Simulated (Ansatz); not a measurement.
Results of PBEsol in Ansatz (plane waves, PAW) for In2Se3 (P6₁, No. 169, 30 atoms in the cell; start mp-612740).

Settings: plane-wave cutoff 520 eV, 6×6×2 k mesh (along the axes of the cell as run), Fermi–Dirac smearing 0.01 eV, scalar-relativistic PAW data made under PBE.

Cell (relaxed with PBEsol):

In2Se3 is taken in the hexagonal space group P6₁ (No. 169), Pearson symbol hP30. Conventional cell: a = b = 7.149 Å, c = 19.408 Å, α = β = 90.00°, γ = 120.00°. In1 on 6a has 4 Se at 2.570–2.640 Å. In2 on 6a has 3 Se at 2.608–2.656 Å and 2 Se at 2.845–2.894 Å (trigonal bipyramidal). Se1 on 6a is surrounded by 3 In at 2.604–2.656 Å (trigonal pyramidal). Se2 on 6a is surrounded by 2 In at 2.570–2.614 Å and 1 In at 2.894 Å (trigonal pyramidal). Se3 on 6a sees 2 In at 2.585–2.608 Å and 1 In at 2.845 Å (trigonal pyramidal). (Neighbours: up to the widest gap in distance over summed covalent radii, below 1.35, at either atom; cation-cation and far metal-metal contacts left out.)

Problem. What does this level give for the band gap?

Solution. 
- band gap: 0.99 eV

Spin–orbit coupling is not included.

A start named mp-… is a Materials Project structure, which need not be a measured phase.

Ansatz is an electronic-structure program.
